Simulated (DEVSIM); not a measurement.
Structure: TaN/HfO2/SiO2/p-Si capacitor, at 300 K.

```csv
layer (left to right),material,thickness (nm),Na (cm⁻³)
1,HfO2,6.30,-
2,SiO2,0.510,-
3,Si,2900,4e16
```

Metal gate on the left, work function 4.4 eV. Fixed charge at the semiconductor interface -8.5e11 cm⁻² (in units of +e); no interface traps.

This is a model device: material constants are rounded textbook-type values typed into the input, and sizes, dopings and lifetimes were drawn at random. Values at 300 K; Nc and Nv go as T^1.5, mobilities as T to minus their exponent, the gap by Varshni's rule with the affinity fixed.

```csv
parameter,HfO2,SiO2,Si
gap (eV),5.7,9,1.124
affinity (eV),2.5,0.9,4.05
permittivity,22,3.9,11.7
Nc (cm⁻³),-,-,2.86e19
Nv (cm⁻³),-,-,3.1e19
Varshni α (eV/K),-,-,0.000473
Varshni β (K),-,-,636
```

Simulated with DEVSIM: 1D Poisson equation in equilibrium, Boltzmann statistics, complete ionisation; no quantum confinement or tunnelling. Metal contacts follow the ideal Schottky-Mott rule: no Fermi-level pinning, no interface dipoles.

Base results: threshold voltage (band bending 2φF) (V) 0.29; minimum of the low-frequency capacitance (μF/cm²) 0.0704; flat-band voltage (V) -0.54; capacitance of the dielectric stack (μF/cm²) 2.12.

### Question
What follows from this one change: temperature 300 → 450 K?

### Answer
threshold voltage (band bending 2φF) 0.29 → 0.18 V; minimum of the low-frequency capacitance 0.0704 → 0.0988 μF/cm²; flat-band voltage -0.54 → -0.39 V; capacitance of the dielectric stack little changed (2.12 μF/cm²).

### Question
What follows from this one change: HfO2 thickness 0.0063 → 0.0054 μm?

### Answer
threshold voltage (band bending 2φF) 0.29 → 0.28 V; minimum of the low-frequency capacitance little changed (0.0711 μF/cm²); flat-band voltage little changed (-0.54 V); capacitance of the dielectric stack 2.12 → 2.35 μF/cm².
